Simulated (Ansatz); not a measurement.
# W on the 1x1 (110) surface of zinc-blende GaAs (cut with top plane As + Ga), one in a 2x1 cell, started at the site 'hollow As-As-Ga-Ga'

Host crystal: zinc-blende GaAs, with a band gap (PBE, scalar-relativistic without spin-orbit coupling).

All values below come from PBE (plane waves to 420 eV, PAW; Ansatz, a quantum-chemistry and plane-wave program).

Model: 21-atom slab, 8.6 Å thick at the start under the adsorbate (thin: gaps and levels are the slab's own), 3x4x1 mesh, Fermi-Dirac 0.01 eV, dipole correction, 8 atoms held, the rest relaxed; held to the start's symmetry, so lower structures may exist; spin-polarised, ending with about 1.8 μB a cell, a value that depends on the mesh; orders that need a larger cell were not tried, no spin-orbit, no U, no dispersion correction. The slab shows no gap over 0.04 eV on its mesh. At the end it is bonded to 3 As + 3 Ga. In PBE it is, or lies within 0.03 eV of, the lowest of the starts that converged.

- energy of the end state, in which the adsorbate ended below the top plane of the host, against an atom of bcc W = 3.92 eV
- work function of the top face = 4.25 eV
- change of the step from the bottom to the top vacuum level, against the clean slab = 0.074 eV
- energy released by relaxation = 2.65 eV
- height of the binding atom over the mean of the host atoms within 0.3 Å of the top one = -0.639 Å
- largest move of a host atom = 0.84 Å
- cost = roughly 60 core-minutes

A negative adsorption energy means that the adsorbate is more stable on the surface than in its reference.
